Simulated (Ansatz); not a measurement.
An Ansatz (a program for electronic structure) run: MgO with a change (biaxial strain −1.25 %, plane normal [111], relaxed out of plane); r2SCAN (Ansatz), without spin-orbit coupling.

Input:

Ansatz 0.2 input:
```yaml
crystal:
  lattice:
    - [2.9358179938, 0, 0]
    - [1.4679089969, 2.5424929635, 0]
    - [1.4679089969, -0.8474976545, 2.442599633]
  atoms:
    - { symbol: Mg, position: [0, 0, 0] }
    - { symbol: O, position: [0, 0.5, 0.5] }
basis: { ecutwfc: 500, ecutrho_ratio: 4, xc_grid: 4, fft_grid_basis: typed }
kpoints: { mp_grid: { grid: [13, 13, 13] } }
hamiltonian:
  xc: r2scan
  dispersion: none
  pseudopotentials: { kind: paw }
scf: { occupations: { method: fermi_dirac, width: 0.05 } }
relax: { f_tol: 0.005, max_steps: 50, cell: { stress_tol: 0.01, fix: [a, b, gamma] } }
output: { forces: true, stress: true }
checkpoint: { write: state.ck, write_every: 1000 }
```

Output (explanatory and most iteration lines left out):

```
Relaxation: its limit of steps is 50 (relax.max_steps)
Pseudopotential: Mg, paw, valence charge 10
Pseudopotential: O, paw, valence charge 6
Crystal: 2 atoms, lattice volume = 18.232 Å³
Basis set: ecut = 500 eV, 465 PW (Γ), exchange–correlation on 96×96×96 points (64 copies of the dense FFT grid, shifted against one another)
Bands: 12, of which v1, the nominal top of the filled ones, is band 8 counted from 1 (7 counted from 0)
Symmetry: 12 space group operations
Space group: R-3m (ITA 166), of the structure as read, at distance tolerance 2.6e-5 Å
k-points: 231 of 2197
Functional: x = r2scan, c = r2scan; τ floored in thin density (d = 2e-4 eV/Å³)
SCF iter   1: F=—  HF=-2498.240217 eV  |F-HF|=—  |Δ(HF+E_count)|=         —  Δρ=9.77e-3  dr2=9.67e-3  dr2_τ=7.45e-2  ethr=1.77e-3  ⟨swp⟩=5.7  Hψ=16441  notcnv=0
SCF iter   2: F=—  HF=-2498.327071 eV  |F-HF|=—  |Δ(HF+E_count)|=   8.69e-2  Δρ=4.69e-3  dr2=1.63e-3  dr2_τ=2.10e-4  ethr=6.04e-5  ⟨swp⟩=2.1  Hψ=7402  notcnv=0
SCF 1 converged in 6 iterations: F = -2498.327115 eV  dr2 = 3.50e-9
relax step   1: F+E_penalty+E_count = -2498.32711464 eV  Δ(F+E_penalty+E_count) = +0.000e0 eV  max|allowed force component| = 7.560e-30 eV/Å  Δτ_max = 0.0000 Å  P = +3.286 GPa  Ω = 18.232 Å³  fix = [a, b, gamma]  reactions: a +5.348, b +5.348 GPa  (6 SCF iters, dr2 threshold 1.00e-7 eV, accepted)
[... steps on the carried basis left out ...]
relax step   3: F+E_penalty+E_count = -2498.32723356 eV  Δ(F+E_penalty+E_count) = -1.652e-5 eV  max|allowed force component| = 5.259e-31 eV/Å  Δτ_max = 0.0000 Å  P = +3.661 GPa  Ω = 18.194 Å³  energy of the carried Pulay correction = +1.958e-5 eV  fix = [a, b, gamma]  reactions: a +5.492, b +5.492 GPa  (3 SCF iters, dr2 threshold 1.78e-7 eV, accepted)
Crystal: 2 atoms, lattice volume = 18.194 Å³
SCF iter   1: F=—  HF=-2498.327211 eV  |F-HF|=—  |Δ(HF+E_count)|=         —  Δρ=2.14e-5  dr2=4.20e-8  dr2_τ=1.23e-8  ethr=2.77e-8  ⟨swp⟩=3.3  Hψ=23361  notcnv=0
SCF iter   2: F=—  HF=-2498.327210 eV  |F-HF|=—  |Δ(HF+E_count)|=   7.04e-7  Δρ=1.13e-5  dr2=8.50e-9  dr2_τ=2.37e-9  ethr=2.62e-10  ⟨swp⟩=2.0  Hψ=3685  notcnv=0
SCF 4 converged in 5 iterations: F = -2498.327210 eV  dr2 = 3.10e-13
SCF converged after 5 iterations
Free energy (F): -2498.327210 eV
Internal energy: -2498.327210 eV  (E = F + TS)
E sigma→0 (E₀):  -2498.327210 eV
Fermi energy:    11.077432 eV
--- Forces (eV/Å), atoms counted from 1 ---
  atom   1  Mg    -0.00000000     0.00000000     0.00000000
  atom   2  O     -0.00000000     0.00000000     0.00000000
--- Stress (GPa, compression-positive) ---
        5.494260      -0.000000      -0.000000
       -0.000000       5.494260      -0.000000
        0.000000      -0.000000      -0.000490
  P = ⅓ Tr σ = 3.6627 GPa (36.627 kbar)
--- Relaxed structure (3 steps of the walk, 3 accepted, 1 SCFs on fresh bases) ---
  cell:  # Å, volume = 18.1943 Å³
    - [2.9358179937894544, 5.063498588243604e-52, -2.685339714842779e-35]
    - [1.4679089968947272, 2.542492963509133, 3.0189656974915844e-17]
    - [1.4679089968947272, -0.8474976545030444, 2.4375160103807656]
  atoms:
    - { symbol: Mg, position: [-6.16143068001437e-36, 1.774129119691617e-36, 5.081970936610524e-36] }
    - { symbol: O, position: [5.551115123125783e-17, 0.5, 0.5] }
```

Whether these cells are dynamically stable was not tested. The cell was made from MgO in the rock salt structure (space group Fm-3m, No. 225) by this change: biaxial strain −1.25 %, plane normal [111], relaxed out of plane.
